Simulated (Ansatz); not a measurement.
## MgS under a change: isotropic strain −2.62 %

The parent structure is MgS in the rock salt structure (space group Fm-3m, No. 225; a = 5.230 Å).

Perturbation: an isotropic linear strain of −2.62 %; the atoms relax in the strained cell.

Calculations: PBE (Ansatz, a first-principles code; PAW; 420 eV plane waves; no spin-orbit coupling). Γ-centred 11×11×11 mesh, Fermi–Dirac width 0.05 eV.

```json
[
 {"quantity": "space group", "base": "Fm-3m (No. 225)", "changed": "Fm-3m (No. 225)", "shift": "–"},
 {"quantity": "shortest interatomic distance", "base": "2.615 Å", "changed": "2.546 Å", "shift": "-0.069 Å"},
 {"quantity": "energy relative to the base (free energy F)", "base": "0 meV/atom", "changed": "+28 meV/atom", "shift": "+28 meV/atom"},
 {"quantity": "pressure", "base": "0.00 GPa", "changed": "6.94 GPa", "shift": "+6.930 GPa"},
 {"quantity": "band gap", "base": "2.76 eV", "changed": "2.92 eV", "shift": "+0.166 eV"},
 {"quantity": "gap character", "base": "indirect, Γ → X", "changed": "indirect, Γ → X", "shift": "–"},
 {"quantity": "mean gap deformation potential ΔEg/Δln V", "base": "–", "changed": "-2.1 eV", "shift": "–"},
 {"quantity": "width of the top valence band", "base": "2.31 eV", "changed": "2.54 eV", "shift": "+0.23 eV"},
 {"quantity": "electron mass", "base": "0.52 mₑ along k, 0.29 mₑ across (at X)", "changed": "0.54 mₑ along k, 0.29 mₑ across (at X)", "shift": "–"},
 {"quantity": "hole mass (degenerate bands, along [100])", "base": "0.25, 0.97, 0.97 mₑ (at Γ)", "changed": "0.26, 0.89, 0.89 mₑ (at Γ)", "shift": "–"},
 {"quantity": "valley order (the lowest conduction-band minima on the path, energy above the VBM, named in the base's zone)", "base": "X along ⟨100⟩ 2.76 eV; Γ 3.60 eV", "changed": "X along ⟨100⟩ 2.92 eV; Γ 4.25 eV", "shift": "–"}
]
```

Effective masses come from finite differences of ±0.01 Å⁻¹. Along k means along the line from Γ to the band edge. Stability against distortions was not tested.
